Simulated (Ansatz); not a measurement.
Base system: SiC in the zinc blende structure (space group F-43m, No. 216; a = 4.356 Å). Axes: x, y, z lie along the cube axes.

The values are results of Ansatz (an electronic-structure program), r2SCAN, PAW, cutoff 500 eV, no spin-orbit coupling, not measurements.

One thing is altered: uniaxial strain ε_zz = −2.50 %, all other strain components held at zero, atoms relaxed at fixed cell.

### Question
Predict the stress tensor and what it implies for the stiffness.

### Answer
Stress of the strained cell less that of the base (GPa, compression positive):
```
   3.75    0.00    0.00
   0.00    3.75    0.00
   0.00    0.00   10.48
```

Then −Δσ_ii/ε with ε = -0.0250 gives secant stiffness values (nonlinear terms included at this strain): C33 ≈ 419 GPa, C13 ≈ 150 GPa and C23 ≈ 150 GPa.

As a check, the harmonic strain energy −½ V₀ Δσ:ε is 8.5 meV/atom; the computed energy rise is 8.4 meV/atom.

Stability against distortions was not tested.
